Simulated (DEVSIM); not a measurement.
Schottky contact on p-type Si

System: Schottky contact on p-type Si, at 300 K.

```
layer (left to right)  material  thickness (μm)  Na (cm⁻³)   τn (s)   τp (s)
---------------------  --------  --------------  ---------  -------  -------
1                            Si            6.00     7.5e15  0.00019  0.00019
2                            Si            26.0     1.2e18  0.00019  0.00019
```

Left contact: Schottky, work function 4.654 eV, emission velocity 9e6 cm/s. Right contact: ohmic. Voltage is applied to the left contact. Recombination: SRH at mid-gap, Auger. Mobility is μmin + (μ − μmin)/(1 + (N/Nref)^α).

The device is made up for the run: typed textbook-type constants, with dimensions and the other settings drawn at random. Values at 300 K.

```csv
parameter,Si
gap (eV),1.124
affinity (eV),4.05
permittivity,11.7
Nc (cm⁻³),2.86e19
Nv (cm⁻³),3.1e19
μn (cm²/Vs),1417
μp (cm²/Vs),470
"μn,min",52
"μp,min",45
"Nref,n",9.7e16
"Nref,p",2.2e17
αn,0.68
αp,0.72
Cn (cm⁶/s),2.8e-31
Cp (cm⁶/s),9.9e-32
```

Model (solved in DEVSIM): 1D drift-diffusion, Boltzmann statistics, complete ionisation; no tunnelling, impact ionisation, image-force lowering or self-heating. Metal contacts follow the ideal Schottky-Mott rule: no Fermi-level pinning, no interface dipoles.

Potential step across the device at zero bias: 0.436 V
Dark forward voltage at 1 A/cm²: 0.086 V
Dark forward voltage at 100 A/cm²: 0.335 V

Dark forward current:

(V (V), J (A/cm²)): (-0.05, -0.24); (-0.10, -1.7); (-0.20, -24); (-0.25, -49); (-0.35, -110); (-0.40, -150); (-0.50, -220); (-0.55, -250); (-0.65, -330); (-0.70, -370); (-0.75, -410); (-0.85, -480); (-0.90, -520); (-1.00, -600); (-1.05, -640); (-1.15, -720); (-1.20, -760); (-1.30, -840); (-1.35, -880); (-1.40, -920); (-1.50, -1000); (-1.55, -1000); (-1.65, -1100); (-1.70, -1200); (-1.80, -1200); (-1.85, -1300); (-1.95, -1400); (-2.00, -1400)

Small-signal capacitance in reverse bias (quasi-static):

| V (V) | C (nF/cm²) |
|---|---|
| 0.4 | 30.3 |
| 1 | 22.1 |
| 2 | 16.5 |
| 3 | 13.8 |
| 4 | 12.1 |
| 6 | 9.96 |
| 8 | 8.67 |
| 10 | 7.78 |
| 13 | 6.85 |
| 16 | 6.18 |
| 20 | 5.54 |
